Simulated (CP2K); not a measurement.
# Worked example: self-consistent single point of SnSe2 (P-3m1, 3 atoms in the cell) in CP2K

Computed with CP2K with PBE, GPW, DZVP-MOLOPT-SR-GTH basis, GTH-PBE potentials (GTH_POTENTIALS).

Input:

```
&GLOBAL
  PROJECT run
  RUN_TYPE ENERGY_FORCE
  PRINT_LEVEL LOW
&END GLOBAL
&FORCE_EVAL
  METHOD Quickstep
  STRESS_TENSOR ANALYTICAL
  &DFT
    BASIS_SET_FILE_NAME BASIS_MOLOPT
    POTENTIAL_FILE_NAME GTH_POTENTIALS
    &QS
      METHOD GPW
      EPS_DEFAULT 1E-10
    &END QS
    &MGRID
      CUTOFF 400
      REL_CUTOFF 60
      NGRIDS 4
    &END MGRID
    &SCF
      SCF_GUESS ATOMIC
      EPS_SCF 1E-7
      MAX_SCF 100
      ADDED_MOS 4
      &DIAGONALIZATION
        ALGORITHM STANDARD
      &END DIAGONALIZATION
      &MIXING
        METHOD BROYDEN_MIXING
        ALPHA 0.2
        NBUFFER 12
      &END MIXING
    &END SCF
    &KPOINTS
      SCHEME MONKHORST-PACK 8 8 4
      GAMMA_CENTERED T
    &END KPOINTS
    &XC
      &XC_FUNCTIONAL PBE
      &END XC_FUNCTIONAL
    &END XC
    &PRINT
      &MO
        EIGENVALUES T
        OCCUPATION_NUMBERS T
        NDIGITS 8
        FILENAME mo
        &EACH
          QS_SCF 0
        &END EACH
        ADD_LAST NUMERIC
      &END MO
      &MULLIKEN OFF
      &END MULLIKEN
    &END PRINT
  &END DFT
  &SUBSYS
    &CELL
      A 3.76390900 0.00000000 0.00000000
      B -1.88195500 3.25964100 0.00000000
      C 0.00000000 0.00000000 6.35421700
      PERIODIC XYZ
    &END CELL
    &COORD
      SCALED
      Sn       0.00000000     0.00000000     0.00000000
      Se       0.66666700     0.33333300     0.75710000
      Se       0.33333300     0.66666700     0.24290000
    &END COORD
    &KIND Sn
      BASIS_SET DZVP-MOLOPT-SR-GTH
      POTENTIAL GTH-PBE-q4
    &END KIND
    &KIND Se
      BASIS_SET DZVP-MOLOPT-SR-GTH
      POTENTIAL GTH-PBE-q6
    &END KIND
  &END SUBSYS
  &PRINT
    &FORCES ON
    &END FORCES
    &STRESS_TENSOR ON
    &END STRESS_TENSOR
  &END PRINT
&END FORCE_EVAL
```

Output, abridged:

```
 GLOBAL| Method name                                                        CP2K
 GLOBAL| Project name                                                        run
 GLOBAL| Run type                                                   ENERGY_FORCE

 TOTAL NUMBERS AND MAXIMUM NUMBERS

  Total number of            - Atomic kinds:                                   2
                             - Atoms:                                          3
                             - Shell sets:                                     3
                             - Shells:                                        15
                             - Primitive Cartesian functions:                 13
                             - Cartesian basis functions:                     42
                             - Spherical basis functions:                     39

  Maximum angular momentum of- Orbital basis functions:                        2
                             - Local part of the GTH pseudopotential:          0
                             - Non-local part of the GTH pseudopotential:      4

 SCF PARAMETERS         Density guess:                                    ATOMIC
                        max_scf:                                             100
                        max_diis:                                              4
                        eps_scf:                                        1.00E-07
                        eps_diis:                                       1.00E-01
                        eps_eigval:                                     1.00E-05
                        level_shift [a.u.]:                             0.000000
                        added MOs                                         4    0
                        Mixing method:                            BROYDEN_MIXING
                                                charge density mixing in g-space
                        No outer SCF

 Extrapolation method: initial_guess

 Number of electrons:                                                         16
 Number of occupied orbitals:                                                  8
 Number of molecular orbitals:                                                12

 Number of orbital functions:                                                 39
 Number of independent orbital functions:                                     39

 SCF WAVEFUNCTION OPTIMIZATION

  Step     Update method      Time    Convergence         Total energy    Change
     1 NoMix/Diag. 0.20E+00      -     0.82586144       -22.5628888178 -2.26E+01
     2 Broy./Diag. 0.20E+00      -     0.05808778       -22.1781171860  3.85E-01
     3 Broy./Diag. 0.20E+00      -     0.10478076       -22.3120755989 -1.34E-01
     4 Broy./Diag. 0.20E+00      -     0.00440848       -22.4050685864 -9.30E-02
     5 Broy./Diag. 0.20E+00      -     0.00123733       -22.3959172253  9.15E-03
     6 Broy./Diag. 0.20E+00      -     0.00149988       -22.3828133423  1.31E-02
     7 Broy./Diag. 0.20E+00      -     0.00013941       -22.3773847211  5.43E-03
     8 Broy./Diag. 0.20E+00      -     0.00005048       -22.3773340815  5.06E-05
     9 Broy./Diag. 0.20E+00      -     0.00000444       -22.3774428742 -1.09E-04
    10 Broy./Diag. 0.20E+00      -     0.00001119       -22.3775045058 -6.16E-05
    11 Broy./Diag. 0.20E+00      -     0.00000082       -22.3775046769 -1.71E-07
    12 Broy./Diag. 0.20E+00      -     0.00000057       -22.3775034214  1.26E-06
    13 Broy./Diag. 0.20E+00      -     0.00000005       -22.3775025219  8.99E-07

  *** SCF run converged in    13 steps ***

  Electronic density on regular grids:        -16.0000000000       -0.0000000000
  Core density on regular grids:               15.9999999960       -0.0000000040
  Total charge density on r-space grids:       -0.0000000040
  Total charge density g-space grids:          -0.0000000040

  Overlap energy of the core charge distribution:               0.00000000556288
  Self energy of the core charge distribution:                -47.28550520351638
  Core Hamiltonian energy:                                     10.70506954837296
  Hartree energy:                                              19.45602481565009
  Exchange-correlation energy:                                 -5.25309168796864

  Total energy:                                               -22.37750252189909

 ENERGY| Total FORCE_EVAL ( QS ) energy [hartree]            -22.377502013235251

 FORCES| Atomic forces [hartree/bohr]
 FORCES|   Atom     x               y               z               |f|
 FORCES|      1  2.28828667E-13 -3.05611391E-08  3.27263182E-10   3.05628913E-08
 FORCES|      2 -1.81987819E-07  1.49621155E-07 -2.00273350E-02   2.00273350E-02
 FORCES|      3  1.81987570E-07 -1.19046046E-07  2.00273347E-02   2.00273347E-02
 FORCES| Sum    -2.02062544E-14  1.39701573E-11 -1.15732215E-11
 FORCES| Total atomic force                                       1.81412558E-11

 STRESS| Analytical stress tensor [bar]
 STRESS|                        x                   y                   z
 STRESS|      x        7.87359925760E+04  -8.91983979309E-02   5.28228715831E-01
 STRESS|      y       -8.91983979309E-02   7.87357755551E+04  -2.98235298425E-01
 STRESS|      z        5.28228715831E-01  -2.98235298425E-01   7.43111605077E+04
 STRESS| 1/3 Trace                                             7.72609762129E+04
```

The run converged in 13 iterations.

The starting cell comes from a database of computed structures (which also holds hypothetical and non-ambient phases and stackings), without a prior relaxation at this level. Its lattice was rescaled by a random factor within 2.5 % of one. Values carry the incompleteness of an atom-centred basis. With a pressure of about 8 GPa the cell is away from its equilibrium volume at this level. Forces in this geometry exceed 1 eV/Å.
